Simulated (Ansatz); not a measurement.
**Hf with two functionals, isotropic strain +3.51 %**

Start from Hf in the hcp (Mg type) structure (space group P6_3/mmc, No. 194; a = 3.204 Å, c = 5.072 Å; relaxed with 0.1 eV smearing).

(Cell as relaxed with PBE.)

Levels (all Ansatz, a quantum-chemistry and plane-wave program, PAW, earlier PAW set): PBE (420 eV, no spin-orbit coupling); r2SCAN (500 eV, no spin-orbit coupling).

Each level relaxes its own structure.

| base | PBE | r2SCAN |
|---|---|---|
| volume per atom | 22.55 Å³ | 22.36 Å³ |
| lattice parameter a | 3.204 Å | 3.198 Å |
| band gap | zero | zero |

Now apply this change: every lattice vector is stretched by 3.51 %, atoms relaxed at fixed cell.

| quantity | PBE | r2SCAN |
|---|---|---|
| band gap | zero | zero |
| energy relative to the base (free energy F) | +77 meV/atom | +79 meV/atom |
| pressure (mean of the normal stresses, compression positive) | -9.2 GPa | -9.6 GPa |

PBE's energy relative to the base lies 2.3 meV/atom below r2SCAN's; PBE's pressure lies 0.4 GPa above r2SCAN's; the two agree on the band gap. Neither level is exact; r2SCAN is the comparison here, not a measurement.

Stability against distortions was not tested. The final runs are not spin-polarised.
